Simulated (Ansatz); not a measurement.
The starting structures come from a database of crystals and need not be the phases stable at ambient conditions.

Inside the gap of an insulator the Bloch states are evanescent, with a wavenumber k + iκ along the transport direction.

```
CELL_PARAMETERS angstrom
      6.93112     0.00000     0.00000
      0.00000     9.45465     0.00000
      3.46556     0.00000     3.46556
ATOMIC_POSITIONS crystal
  Cs 0.00000 0.30266 0.50000
  Cs 0.50000 0.69734 0.50000
  Li 0.50000 0.08060 0.50000
  Li 0.00000 0.91940 0.50000
  Cl 0.00000 0.67140 0.50000
  Cl 0.50000 0.32860 0.50000
  Cl 0.00000 0.00000 0.00000
  Cl 0.50000 0.00000 0.00000
```

Space group of this cell: P4/nmm. The cell is taken as given.

Transport runs along the normal of the first two printed cell vectors, the (110) plane of the conventional cell.

The gap is the functional's own. No spin-orbit coupling. Mid-gap values are interpolated on the energy grid.

State the band gap and the smallest decay constant κ at mid-gap according to r2SCAN (Ansatz, a quantum-chemistry and plane-wave program).

Gap 5.92 eV on a 10×4×10 mesh; κ = 0.373 1/Å, at the zone centre.
